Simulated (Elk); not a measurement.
Worked example: self-consistent single point of CdAu (P1, 2 atoms in the cell) in Elk.

Level of theory: PBEsol, all-electron FP-LAPW, Elk's shipped species files, APW+lo basis with extra local orbitals (Elk).

The change in words: atoms moved at random. Reference geometry:
```
CdAu
1.0
    3.09033     0.00000     0.00000
   -1.54516     2.67630     0.00000
    0.00000     0.00000     4.60128
Cd Au
1 1
Cartesian
  0.00000   0.00000   0.00000
  0.00000   1.78420   2.30064
```

Reference input (self-consistent single point, DFT, PBEsol, all-electron FP-LAPW, Elk's shipped species files, APW+lo basis with extra local orbitals): xctype = 22; rgkmax = 8; stype = 3; swidth = 0.00367493 Ha; ngridk = 8 8 5; tforce = true; gmaxvr = 18 1/bohr; lmaxapw = 10; lmaxo = 8; nxlo = 2; lorbcnd = true; lradstp = 2. This run's input differs from it in these lines:

```diff
@@ -57,6 +57,6 @@
   1   : natoms; atposl, bfcmt below
-  0.0000000000  0.0000000000  0.0000000000    0.0 0.0 0.0
+  0.0057400000  0.0049120000  0.0046070000    0.0 0.0 0.0
   'Au.in'   : spfname
   1   : natoms; atposl, bfcmt below
-  0.3333333333  0.6666666667  0.5000000000    0.0 0.0 0.0
+  0.3275930000  0.6617550000  0.4953930000    0.0 0.0 0.0
```

Log, with long lists cut:

```
│ Self-consistent loop started │
│ Loop number : 1 │
 total energy                :     -24630.8180734
│ Loop number : 2 │
 total energy                :     -24631.4115295
RMS change in Kohn-Sham potential (target) :   0.1359446972     (  0.1000000000E-05)
Absolute change in total energy (target)   :   0.5934561382     (  0.1000000000E-03)
│ Loop number : 3 │
 total energy                :     -24633.0128510
RMS change in Kohn-Sham potential (target) :   0.1221551299     (  0.1000000000E-05)
Absolute change in total energy (target)   :    1.749685547     (  0.1000000000E-03)
│ Loop number : 4 │
   [... lines left out ...]
Absolute change in total energy (target)   :   0.6262650350E-03 (  0.1000000000E-03)
│ Loop number : 15 │
 total energy                :     -24636.1264598
RMS change in Kohn-Sham potential (target) :   0.1627818950E-06 (  0.1000000000E-05)
Absolute change in total energy (target)   :   0.2019851090E-03 (  0.1000000000E-03)
│ Loop number : 16 │
 total energy                :     -24636.1264614
RMS change in Kohn-Sham potential (target) :   0.3871639056E-07 (  0.1000000000E-05)
Absolute change in total energy (target)   :   0.5218216756E-04 (  0.1000000000E-03)
Convergence targets achieved

│ Loop number : 17 │

Energies :
 Fermi                       :     0.289425735983
 total energy                :     -24636.1264644

Density of states at Fermi energy :    19.59406382
 (states/Hartree/unit cell)

Estimated indirect band gap :   0.8083816198E-02
 from k-point    227 to k-point    155
Estimated direct band gap   :   0.1554051571E-01
 at k-point    303

Charges :
 core                        :    78.00000000
 valence                     :    49.00000000
 interstitial                :    2.620488501
 muffin-tins (core leakage)
  species :    1 (Cd)
   atom    1                 :    46.45102783     (  0.4251568542E-03)
  species :    2 (Au)
   atom    1                 :    77.92848367     (  0.1788588690E-03)
 total in muffin-tins        :    124.3795115
   [... lines left out ...]
   total force               :    -0.00051212   -0.00072317   -0.00486806
   total magnitude           :     0.00494805
 species :    2 (Au)
  atom :    1
   Hellmann-Feynman          :     0.00498088    0.00701739    0.03411220
   IBS                       :    -0.00446876   -0.00629423   -0.02924414
   total force               :     0.00051212    0.00072317    0.00486806
   total magnitude           :     0.00494805
```

The run converged in 17 iterations. The count includes the last loop, which Elk runs after its targets are met. Against the reference run the free energy rises by 2.8 meV/atom.

The starting cell comes from a database of computed structures (which also holds hypothetical and non-ambient phases and stackings), without a prior relaxation at this level. For this run, on top of that: atoms moved at random. Spin-orbit coupling is off. Values depend on the basis (sphere radii, cutoffs, local orbitals), which need not be converged. The log's line on a gap gives a spacing of levels on this mesh, which the program prints for metals too.

Cost on one core of a shared machine: roughly 6 min.
